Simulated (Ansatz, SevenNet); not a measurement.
HfO2 (P4₂/nmc, No. 137; high-temperature phase): properties by level of theory

| level (code) | equilibrium lattice constant a (Å) | c axis length (Å) |
|---|---|---|
| SevenNet-l3i5 (SevenNet) | 3.591 | 5.237 |
| LDA (Ansatz) | (withheld) | 5.102 |
| PBE-D3(BJ) (Ansatz) | 3.587 | (withheld) |
| r²SCAN (Ansatz) | 3.577 | (withheld) |
| r²SCAN+rVV10 (Ansatz) | 3.569 | (withheld) |

### Question
Fill in the missing entries.

### Answer

- LDA (Ansatz, a first-principles code), equilibrium lattice constant a (Å): 3.537
- PBE-D3(BJ) (Ansatz), c axis length (Å): 5.212
- r²SCAN (Ansatz), c axis length (Å): 5.203
- r²SCAN+rVV10 (Ansatz), c axis length (Å): 5.176

Caveats: the relaxation could not lower the start's symmetry, so the cell can be a saddle point above a distorted one (SevenNet-l3i5, LDA, PBE-D3(BJ), r²SCAN, r²SCAN+rVV10). Ansatz's density-functional and Hartree–Fock values are scalar-relativistic unless marked +SOC, with PAW data made under PBE.

The computed numbers hold no vibrational or temperature effects.
